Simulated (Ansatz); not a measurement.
The starting structures come from a database of crystals and need not be the phases stable at ambient conditions.

By PBEsol, the system below comes out a metal.

Without scattering a metal conducts by its projected Fermi surface.

Data:

```xyz
2
Lattice="3.1608 0.0000 0.0000 -1.5804 4.2482 0.0000 1.5804 0.2162 4.1155" Properties=species:S:1:pos:R:3 pbc="T T T"
In     2.8521     2.2322     2.0577
Sb     2.6819     0.0000     0.0000
```

Space group of this cell: C2. The cell is strained (lengths along the current scaled by 0.97, ions clamped); by PBEsol its mean pressure is -1.7 GPa.

The current flows along the normal of the first two printed cell vectors. No spin-orbit coupling; the value is a mean over 0.1 eV about the Fermi level.

Predict the ballistic conductance per area from PBEsol run with Ansatz (a first-principles code).

0.74 × 10¹⁵ S/m² for both spins.
